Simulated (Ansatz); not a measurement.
Effect of uniaxial strain ε_zz = +1.00 % on Pt

Consider Pt in the fcc (Cu type) structure (space group Fm-3m, No. 225; a = 3.9418 Å; relaxed with 0.1 eV smearing). Axes: x, y, z lie along the cube axes.

Perturbation: uniaxial strain ε_zz = +1.00 %, all other strain components held at zero, atoms relaxed at fixed cell.

Method: Ansatz (a program for electronic structure), r2SCAN, PAW, cutoff 500 eV, no spin-orbit coupling. Settings: 29×29×29 k-points, 0.1 eV Fermi–Dirac smearing.

The volume per atom grows by 0.15 Å³ to 15.46 Å³ and the space group changes from Fm-3m (No. 225) to I4/mmm (No. 139). The shortest interatomic distance is still 2.787 Å and the energy goes up by 1.6 meV/atom. The pressure (mean of the normal stresses, compression positive) goes from zero to -2.6 GPa and the band gap stays zero. The stress (xx, yy, zz, yz, xz, xy; compression positive) amounts to (-2.3, -2.3, -3.2, 0.0, 0.0, 0.0) GPa.

Cost of the whole job for the changed cell (relaxation, final SCF and bands): very roughly 80 core-seconds.

No phonon test of stability was made. The final runs are not spin-polarised.
